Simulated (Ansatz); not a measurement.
Symmetric slabs, relaxed from ideal cuts in 1x1 cells, of elemental solids: surface energy (J/m²) by functional, in Ansatz (plane waves, PAW). All structures are PBE's; the other columns are single points with references at the same level. No spin-orbit coupling, Hubbard U or dispersion. The rows are a random draw from the class, without slabs that broke up, higher cuts of a face and adsorbates that left their site.

| system | PBE (J/m²) | r2SCAN (J/m²) |
|---|---|---|
| bcc Nb (210), ideal cut with outer spacing 0.74 Å | 2.26 | 2.39 |
| alpha gallium (201), ideal cut with outer spacing 0.34 Å | 0.55 | 0.72 |
| hcp Zr (20-21), ideal cut with outer spacing 0.23 Å | 1.65 | 1.79 |
| fcc Pt (210), ideal cut with outer spacing 0.89 Å | 1.92 | 2.13 |
| hcp Zn (21-31), ideal cut with outer spacing 0.14 Å | 0.79 | 0.97 |
| fcc Pb (210), ideal cut with outer spacing 1.13 Å | 0.36 | 0.38 |
| hcp Cd (21-30), ideal cut with outer spacing 0.33 Å | 0.46 | 0.64 |
| bcc Li (210), ideal cut with outer spacing 0.77 Å | 0.50 | ? |

Q: Fit a straight line y = a·x + b by least squares to the 7 complete rows (x: PBE (J/m²); y: r2SCAN (J/m²)).

A: the means are x̄ = 1.1414 and ȳ = 1.2886; Σ(x − x̄)² = 3.6643 and Σ(x − x̄)(y − ȳ) = 3.7423, so a = 1.021 and b = ȳ − a·x̄ = 0.123. The largest residual is 0.111.

Q: What does the line predict for the withheld row, bcc Li (210), ideal cut with outer spacing 0.77 Å, and what did the calculation give?

A: the line gives 0.63; the calculation gave 0.52, a miss of -0.11, of the size of the fitted rows' scatter and rounding.

Ansatz is an electronic-structure program.
